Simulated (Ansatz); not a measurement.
Start from BeTe in the zinc blende structure (space group F-43m, No. 216; a = 5.554 Å). Axes: x, y, z lie along the cube axes.

Method: Kohn–Sham DFT with the LDA functional, run in Ansatz (a program for electronic structure) with PAW and 420 eV plane waves, no SOC.

Base values:

- Valence-band top at Γ = 0.00, 0.00, 0.00 eV
- Valley order = X along ⟨100⟩ 1.79 eV; L along ⟨111⟩ 3.18 eV
- Pressure = 0.01 GPa

Perturbation: compressive biaxial strain of 2.00 % in the plane normal to [001], as in epitaxy on a mismatched substrate; the out-of-plane cell vector and the atoms relax.

### Question
What does the calculation give for the valence-band top at Γ after the change?

### Answer
The valence-band top at Γ (three highest levels, from the VBM) changes from 0.00, 0.00, 0.00 eV to 0.00, 0.00, -0.22 eV.

### Question
How does this affect the valley order?

### Answer
The valley order (the lowest conduction-band minima on the path, energy above the VBM, named in the base's zone) goes from X along ⟨100⟩ 1.79 eV; L along ⟨111⟩ 3.18 eV to X along [010] 1.57 eV; X along [001] 1.84 eV.

### Question
What happens to the energy relative to the base?

### Answer
The energy increases by 6.4 meV/atom.

### Question
What happens to the pressure?

### Answer
The pressure (mean of the normal stresses, compression positive) grows by 1.64 GPa, from 0.01 GPa to 1.65 GPa.

With Te present, leaving out spin-orbit coupling can change the band edges. The levels and masses belong to the bands next to the band gap. Stability against distortions was not tested.
